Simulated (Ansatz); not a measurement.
Zinc-blende KH (model structure), treated with PBE0 in Ansatz (plane waves, PAW).

Run with plane-wave cutoff 500 eV, 6×6×6 k mesh, gaussian smearing 0.02 eV, scalar-relativistic PAW data made under PBE.

Cell (relaxed with r²SCAN):

```cif
data_H4K4
_chemical_formula_sum 'K4 H4'
_space_group_name_H-M_alt 'F-43m'
_space_group_IT_number 216
_space_group_name_Hall 'F -4 2 3'
_cell_length_a 6.19957
_cell_length_b 6.19957
_cell_length_c 6.19957
_cell_angle_alpha 90.000
_cell_angle_beta 90.000
_cell_angle_gamma 90.000
loop_
_atom_site_label
_atom_site_type_symbol
_atom_site_symmetry_multiplicity
_atom_site_Wyckoff_symbol
_atom_site_fract_x
_atom_site_fract_y
_atom_site_fract_z
_atom_site_occupancy
K1 K 4 a 0.00000 0.00000 0.00000 1
H1 H 4 d 0.75000 0.75000 0.75000 1
```
(The calculation used a cell of 2 atoms; values per cell refer to that cell.)

Task: Give the computed band gap.

Result: 
band gap: 5.33 eV (on the SCF k mesh)

Note: the relaxation could raise the start's symmetry but not lower it, so the cell can be a saddle point.

Static lattice: no zero-point or thermal effects.

The result took around 80 core-seconds (rough).

A model structure was made by putting elements into a prototype or built by hand; it is no filed structure, need not be a known phase, and can be a saddle point held by its symmetry.

Ansatz is a program for electronic structure.
